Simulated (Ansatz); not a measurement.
## Response to strain in HgSe

Base system: HgSe in the zinc blende structure (space group F-43m, No. 216; a = 6.1332 Å). Axes: x, y, z lie along the cube axes.

Strains are applied to the cell and any free atomic positions relax; under biaxial strain the out-of-plane vector relaxes too; under stress the whole cell relaxes.

Computed with PBEsol/PAW in Ansatz (a quantum-chemistry and plane-wave program), no spin-orbit coupling, earlier PAW set.

Notes on the quantities. pressure: mean of the normal stresses, compression positive; energy relative to the base: free energy F.

| variant | pressure | energy relative to the base | shortest interatomic distance |
|---|---|---|---|
| base | 0.0 GPa | 0 meV/atom | 2.656 Å |
| biaxial strain +1.77 %, plane normal [001], relaxed out of plane | -0.4 GPa | +2.1 meV/atom | 2.663 Å |
| isotropic strain +0.84 % | -1.2 GPa | +2.9 meV/atom | 2.678 Å |
| isotropic strain +1.10 % | -1.6 GPa | [?] | 2.685 Å |
| uniaxial strain ε_xx = −4.83 % | [?] | +13 meV/atom | 2.614 Å |
| uniaxial strain ε_yy = −2.13 % | 1.2 GPa | [?] | 2.637 Å |
| uniaxial strain ε_zz = +0.62 % | -0.3 GPa | +0.2 meV/atom | 2.661 Å |
| uniaxial stress, 3 GPa tension along z | – | [?] | 2.678 Å |
| uniaxial stress, 1 GPa tension along x | – | +3.5 meV/atom | 2.662 Å |
| tensor shear ε_yz = +1.38 % | 0.0 GPa | +1.5 meV/atom | 2.655 Å |

Q: Some entries are withheld; estimate them.

A: 
- isotropic strain +1.10 %, energy relative to the base: +4.9 meV/atom
- uniaxial strain ε_xx = −4.83 %, pressure: 2.8 GPa
- uniaxial strain ε_yy = −2.13 %, energy relative to the base: +2.5 meV/atom
- uniaxial stress, 3 GPa tension along z, energy relative to the base: +25 meV/atom

A case with no gap was solved on a k-mesh chosen for an insulator, which is coarse for it. Beyond what the load breaks, stability against distortions was not tested. The final runs are not spin-polarised.
